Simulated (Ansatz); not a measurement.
Start from Hf in the hcp (Mg type) structure (space group P6_3/mmc, No. 194; a = 3.2042 Å, c = 5.0691 Å).

(Cell as relaxed with PBE.)

Levels (all Ansatz, a first-principles code, PAW): PBE (420 eV, without spin-orbit coupling); r2SCAN (500 eV, no SOC).

Each level relaxes its own structure.

```tsv
base	PBE	r2SCAN
volume per atom	22.54 Å³	22.35 Å³
lattice parameter a	3.204 Å	3.198 Å
band gap	zero	zero
```

The change: La takes the place of Hf on all its sites, then cell and atoms are relaxed.

```
quantity                 PBE   r2SCAN
-------------------  -------  -------
c/a ratio              1.623    1.582
lattice parameter a  3.769 Å  3.815 Å
```

PBE's c/a ratio lies 0.0418 above r2SCAN's; PBE's lattice parameter a lies 0.046 Å below r2SCAN's (1.2 %). Neither level is exact; r2SCAN is the comparison here, not a measurement.

No phonon test of stability was made. All final runs are without spin polarisation.
